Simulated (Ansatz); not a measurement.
The parent structure is Ti in the hcp (Mg type) structure (space group P6_3/mmc, No. 194; a = 2.864 Å, c = 4.537 Å; relaxed with 0.1 eV smearing). Axes: x lies along a and z along c of the hexagonal cell.

Level of theory: plane-wave PAW DFT at the LDA level (Ansatz, a quantum-chemistry and plane-wave program, 420 eV), without spin-orbit coupling.

Base values:

| Quantity | Result |
|---|---|
| Shortest interatomic distance | 280.7 pm |

Perturbation: compressive biaxial strain of 0.50 % in the plane normal to [001], as in epitaxy on a mismatched substrate; the out-of-plane cell vector and the atoms relax.

### Question
What does the calculation give for the shortest interatomic distance after the change?

### Answer
The shortest interatomic distance goes up by 0.4 pm, from 280.7 pm to 281.1 pm.

### Question
Estimate the effect on the out-of-plane strain.

### Answer
The out-of-plane strain is +0.46 %.

### Question
Estimate the effect on the in-plane stress.

### Answer
The mean in-plane stress (compression positive) is +1.0 GPa.

No phonon test of stability was made. The final runs are not spin-polarised.
